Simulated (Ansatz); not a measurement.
The reference is Nb in the bcc (W type) structure (space group Im-3m, No. 229; a = 3.2729 Å; relaxed with 0.1 eV smearing). Axes: x, y, z lie along the cube axes.

Structures relaxed with PBEsol in Ansatz (plane waves to 420 eV, PAW, no spin-orbit coupling).

Base:

Simulated powder pattern, Co Kα, λ = 1.79026 Å (kinematic, ideal powder, no thermal factors, no anomalous dispersion; the 8 strongest lines at most, above 2 %, up to 2θ = 90°):

| 2θ (°) | I/Imax (%) | hkl |
|---|---|---|
| 45.51 | 100 | (110) |
| 66.32 | 16 | (200) |
| 84.12 | 35 | (211) |

Modification: uniaxial strain ε_zz = +1.50 %, all other strain components held at zero; the atoms relax in the strained cell.

After the change:

Simulated powder pattern, Co Kα, λ = 1.79026 Å (kinematic, ideal powder, no thermal factors, no anomalous dispersion; the 8 strongest lines at most, above 2 %, up to 2θ = 90°):

```tsv
2θ (°)	I/Imax (%)	hkl
45.16	100	(101)
45.51	49	(110)
65.22	8.4	(002)
66.32	16	(200)
83.11	18	(112)
83.87	35	(211)
```

The indices refer to the base's conventional cell; one index is shown for lines that coincide. The space group is now I4/mmm (No. 139).

Whether these cells are dynamically stable was not tested. The final runs are not spin-polarised.

Ansatz is an electronic-structure program.
